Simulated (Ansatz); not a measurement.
**CuZn: energy against volume**

CuZn (CsCl type, Pm-3m, 13.017 Å³/atom and stress up to 0.01 GPa in the relaxed cell, cube axes along x, y and z) under hydrostatic pressure, with the cell free. PBE in Ansatz, a plane-wave DFT program (PAW, default set), 420 eV, 16×16×16 Γ-centred mesh, Fermi-Dirac smearing 0.05 eV; ions are relaxed, or left where forces stay under 0.02 eV/Å, within the symmetry of each cell.

Here V stands for volume and E for E less E0.

| volume (Å³/atom) | E less E0 (meV/atom) | pressure (GPa) |
|---|---|---|
| 13.2567 | 1.55 | -2.00 |
| 13.1337 | 0.38 | -1.00 |
| 13.0175 | 0.00 | 0.00 |
| 12.9165 | 0.27 | 0.91 |
| 12.7899 | 1.45 | 2.12 |
| 12.5582 | 6.19 | 4.51 |
| 12.1799 | 21.97 | 9.02 |
| 11.7609 | ? | ? |

Fit E of the 7 rows that show it with the third-order Birch-Murnaghan form, a cubic in V^(-2/3). With u = V^(-2/3) - 0.182, the rows have u = -0.003471, -0.002358, -0.001290, -0.000349, 0.000847, 0.003089, 0.006902. Least squares gives E = 0.520 + 822.37·u + 325399·u² + 830881·u³. Residuals (row less fit): -0.001, 0.001, 0.001, -0.003, 0.000, 0.000, 0.000; standard error 0.002 (degrees of freedom: 3). Its minimum lies at u = -0.001270, so V0 = (0.180730)^(-3/2) = 13.02. There d²E/du² = 644500 and d³E/du³ = 4985000, so B0 = (4/9) × 13.02^(-7/3) × 644500 × 0.160218 = 115 GPa (the last factor turns the table's units into GPa), and B0' = 4 + (2/3) × 0.180730 × (4985000)/644500 = 4.9. B0' rests on the cubic coefficient alone and has a standard error of 0.1 from these residuals.

Problem. What does the fit predict for E at V = 11.7609, and how far is the calculated value from it?

Solution. u = 0.011363, so E = 0.520 + 822.37 × 0.011363 + 325399 × 0.011363² + 830881 × 0.011363³ = 53.098 meV/atom. The calculation gives 53.10 meV/atom, which the fit meets to the printed digits. The row lies outside the fitted rows, so this is an extrapolation. The scatter of the fitted rows lies at the last printed digit.

In a metal these values are sensitive to mesh and smearing; energies are taken to zero smearing, stresses follow the free energy. Other structures, which can take over under pressure, weren't tried. The same form fitted to the pressure column gives B0' = 5.0; series where the two differ by over 0.4 aren't shown. Rows are the converged runs of the series near zero and its far end, less any whose ions stayed unrelaxed beside relaxed ones; series whose fitted rows scatter by over a few per cent of the range, as at a crossing or softening among them, aren't shown in this form.
